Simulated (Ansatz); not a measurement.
Consider the following.

End structure of the (10-13) surface of hcp Lu in its 1x1 cell, outermost plane spacing 0.26 Å in the ideal cut (one of several cuts of this face):

```xyz
14
Lattice="3.5068 0.0000 0.0000 -1.7534 10.6236 0.0000 0.0000 0.0000 26.0000" Properties=species:S:1:pos:R:3 pbc="T T T"
Lu     0.0000     5.7536     8.2965
Lu     0.0000    10.1578     8.5338
Lu     1.7534     2.9782     9.6354
Lu     1.7534     7.8272    10.1843
Lu     0.0000     0.3740    11.2361
Lu     0.0000     5.2248    11.5527
Lu     0.0000     8.4210    12.9607
Lu     1.7534     2.6136    13.0393
Lu     1.7534     5.8098    14.4473
Lu     0.0000     0.0370    14.7639
Lu     0.0000     3.2074    15.8157
Lu     0.0000     8.0565    16.3646
Lu     1.7534     0.8768    17.4662
Lu     1.7534     5.2811    17.7035
```

Slab: 14 atoms, 9.6 Å thick at the start (thin: gaps and levels are the slab's own); k 11x4x1, smearing 0.1 eV, dipole-corrected; single point; on the structure that PBE left under its start's symmetry; no spin, no spin-orbit, no U.

Problem. Give the work function of the top face at the level r2SCAN, at the PBE geometry (Ansatz, an electronic-structure program).

Solution. 3.07 eV

Problem. What surface energy (mean of both faces) does r2SCAN, at the PBE geometry give?

Solution. 82 meV/Å²
